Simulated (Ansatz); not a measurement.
Some atoms of an NVE trajectory of composition SnGe15, cell Sn4Ge60, brought to this temperature after a much hotter stage, at a temperature that wasn't checked against the liquidus, so perhaps supercooled [in the run: it was liquid; mean temperature 1001 K (target 1070 K); density 5.36 g/cm³]; time step 3.0 fs, velocity Verlet. Computed with PBE (plane waves, PAW; Ansatz, a quantum-chemistry and plane-wave program). On the run's last frame a denser k-mesh moved the forces by 0.101 eV/Å rms, the static pressure by 0.15 GPa and the free energy by 10 meV/atom, which is about how far such values are converged.

| atom | mass (u) | x y z (Å) | v (Å/fs) | F (eV/Å) |
|---|---|---|---|---|
| Ge1 | 72.630 | 1.08038 3.64665 12.52740 | 0.001711 0.002174 -0.005468 | -0.8002 1.2494 0.1285 |
| Ge6 | 72.630 | 8.01428 1.31180 2.65623 | -0.000645 -0.000480 -0.002270 | 0.1815 -0.3887 -0.2283 |
| Ge18 | 72.630 | 5.10397 6.74628 0.57773 | 0.000947 -0.002010 0.003886 | -0.3962 -0.5192 0.1352 |
| Ge20 | 72.630 | 8.51988 1.12631 6.63327 | 0.001972 -0.006065 0.000258 | -0.2297 0.0053 0.2899 |

Problem. Give their positions one step later.

Solution. x' = x + vΔt + FΔt²/(2m), with 1 eV/(Å·u) = 0.0096485 Å/fs².
| atom | x' y' z' (Å) |
|---|---|
| Ge1 | 1.08503 3.65392 12.51107 |
| Ge6 | 8.01245 1.31013 2.64929 |
| Ge18 | 5.10658 6.73994 0.58947 |
| Ge20 | 8.52566 1.10811 6.63422 |
